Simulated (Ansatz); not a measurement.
Take TiB2 (space group P6/mmm, No. 191; a = 2.994 Å, c = 3.160 Å) as the base.

Calculations: Ansatz (a quantum-chemistry and plane-wave program) LDA, no SOC.

For the base:

* **Pressure**: 0.0 GPa
* **Band gap**: zero

Perturbation: every lattice vector is shortened by 1.00 %; the atoms relax in the strained cell.

Q: Predict the new pressure.

A: The pressure (mean of the normal stresses, compression positive) goes from zero to 9.0 GPa.

Q: Predict the new energy relative to the base.

A: The energy grows by 6.6 meV/atom.

Q: What does the calculation give for the band gap after the change?

A: The band gap stays zero.

A case with no gap was solved on a k-mesh chosen for an insulator, which is coarse for it. Whether these cells are dynamically stable was not tested. All final runs are without spin polarisation.
